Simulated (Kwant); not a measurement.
Device: Ge/Si0.2Ge0.8 stack with 5 barriers. One parabolic valley. Leads of mass 0.12 mₑ with the band edge at 0; grid 0.1 nm; bias 0.036 V, dropping linearly over the stack.

```json
[
 {"layer": "1", "thickness (nm)": "2.3", "band offset (eV)": "0.12", "mass (mₑ)": "0.14"},
 {"layer": "2", "thickness (nm)": "3.6", "band offset (eV)": "0", "mass (mₑ)": "0.12"},
 {"layer": "3", "thickness (nm)": "2.3", "band offset (eV)": "0.12", "mass (mₑ)": "0.14"},
 {"layer": "4", "thickness (nm)": "3.6", "band offset (eV)": "0", "mass (mₑ)": "0.12"},
 {"layer": "5", "thickness (nm)": "2.3", "band offset (eV)": "0.12", "mass (mₑ)": "0.14"},
 {"layer": "6", "thickness (nm)": "3.6", "band offset (eV)": "0", "mass (mₑ)": "0.12"},
 {"layer": "7", "thickness (nm)": "2.3", "band offset (eV)": "0.12", "mass (mₑ)": "0.14"},
 {"layer": "8", "thickness (nm)": "3.6", "band offset (eV)": "0", "mass (mₑ)": "0.12"},
 {"layer": "9", "thickness (nm)": "2.3", "band offset (eV)": "0.12", "mass (mₑ)": "0.14"}
]
```

The device is made up for the run: typed textbook-type constants, with dimensions and the other settings drawn at random.

Model: one-band effective-mass tight-binding model in one dimension, coherent, no space charge (Kwant).

Sweep values stay those of the base run.

The thickness of the first barrier was swept, all else fixed.

```json
[
 {"thickness of the first barrier (nm)": "1.4", "transmission at E = 89.93 meV": "0.011", "mean transmission over the sweep": "0.22", "transmission at E = 180.0 meV": "0.64", "transmission at E = 44.89 meV": "0.51"},
 {"thickness of the first barrier (nm)": "1.8", "transmission at E = 89.93 meV": "0.0080", "mean transmission over the sweep": "0.20", "transmission at E = 180.0 meV": "0.62", "transmission at E = 44.89 meV": "0.48"},
 {"thickness of the first barrier (nm)": "2.3", "transmission at E = 89.93 meV": "0.0052", "mean transmission over the sweep": "0.18", "transmission at E = 180.0 meV": "0.62", "transmission at E = 44.89 meV": "0.39"},
 {"thickness of the first barrier (nm)": "2.8", "transmission at E = 89.93 meV": "0.0034", "mean transmission over the sweep": "0.17", "transmission at E = 180.0 meV": "0.65", "transmission at E = 44.89 meV": "0.31"},
 {"thickness of the first barrier (nm)": "3.2", "transmission at E = 89.93 meV": "0.0025", "mean transmission over the sweep": "0.16", "transmission at E = 180.0 meV": "0.70", "transmission at E = 44.89 meV": "0.25"}
]
```

From the first row to the last the transmission at E = 89.93 meV goes from 0.011 to 0.0025. From the first row to the last the mean transmission over the sweep goes from 0.22 to 0.16.
